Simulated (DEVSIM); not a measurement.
Structure: abrupt Si n-p junction, at 350 K.

```csv
layer (left to right),material,thickness (μm),Nd (cm⁻³),Na (cm⁻³),τn (s),τp (s)
1,Si,0.400,1.4e18,-,1.2e-7,1.2e-7
2,Si,8.00,-,2.2e15,1.2e-7,1.2e-7
```

Left contact: ohmic. Right contact: ohmic. Voltage is applied to the left contact. Recombination: SRH at mid-gap, radiative, Auger. Gap narrowing is on: ΔEg = 6.92 meV × (l + √(l² + 0.5)), l = ln(N/1.3e17 cm⁻³), shared equally by both band edges. Mobility is μmin + (μ − μmin)/(1 + (N/Nref)^α).

This is a model device: material constants are rounded textbook-type values typed into the input, and sizes, dopings and lifetimes were drawn at random. Values at 300 K; Nc and Nv go as T^1.5, mobilities as T to minus their exponent, the gap by Varshni's rule with the affinity fixed.

```
parameter               Si
----------------  --------
gap (eV)             1.124
affinity (eV)         4.05
permittivity          11.7
Nc (cm⁻³)          2.86e19
Nv (cm⁻³)           3.1e19
μn (cm²/Vs)           1417
μp (cm²/Vs)            470
μn,min                  52
μp,min                  45
Nref,n              9.7e16
Nref,p              2.2e17
αn                    0.68
αp                    0.72
T exponent of μn       2.3
T exponent of μp       2.2
B (cm³/s)          4.7e-15
Cn (cm⁶/s)         2.8e-31
Cp (cm⁶/s)         9.9e-32
Varshni α (eV/K)  0.000473
Varshni β (K)          636
```

DEVSIM, 1D drift-diffusion, Boltzmann statistics, complete ionisation; no tunnelling, impact ionisation, image-force lowering or self-heating.

The doping Na of layer 2 was swept, all else fixed.

```
doping Na of layer 2 (cm^-3)  largest field in the device at zero bias (V/cm)  potential step across the device at zero bias (V)  dark forward voltage at 1 A/cm² (V)  dark forward voltage at 100 A/cm² (V)
----------------------------  -----------------------------------------------  -------------------------------------------------  -----------------------------------  -------------------------------------
6.6e13                                                                  58000                                              0.595                                0.358                                  0.638
2.2e14                                                                  58000                                              0.631                                0.383                                  0.625
6.6e14                                                                  59000                                              0.664                                0.411                                  0.624
2.2e15                                                                  61000                                              0.701                                0.445                                  0.632
6.6e15                                                                  66000                                              0.734                                0.479                                  0.646
2.2e16                                                                  84000                                              0.770                                0.516                                  0.672
6.6e16                                                                 120000                                              0.802                                0.547                                  0.697
```

From the first row to the last the largest field in the device at zero bias goes from 58000 to 120000. From the first row to the last the potential step across the device at zero bias goes from 0.595 to 0.802.
